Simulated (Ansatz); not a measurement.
Effect of Ge → Mo on Mg2Ge

Take Mg$_{2}$Ge in the anti-fluorite structure (space group Fm-3m, No. 225; a = 6.3644 Å) as the base.

One thing is altered: Mo takes the place of Ge on all its sites, then cell and atoms are relaxed.

The values are results of PBEsol/PAW in Ansatz (a quantum-chemistry and plane-wave program), no spin-orbit coupling, not measurements. Settings: 13×13×13 k-points, 0.05 eV Fermi–Dirac smearing.

```csv
quantity,base,changed,shift
volume per atom,21.48 Å³,22.10 Å³,+0.62 Å³
density,3.12 g/cm³,3.62 g/cm³,+0.50 g/cm³
lattice parameter a,12.027 bohr,12.141 bohr,+0.114 bohr
space group,Fm-3m (No. 225),Fm-3m (No. 225),–
band gap,0.08 eV,zero,–
```

Whether these cells are dynamically stable was not tested. As relaxed here, Mg2Mo is a hypothetical phase, not in the database extracts checked. The final runs are not spin-polarised. Mg2Mo has a high density of states at the Fermi level and may be magnetic at this level. The zero or small gap of Mg2Ge can change with the level of theory.
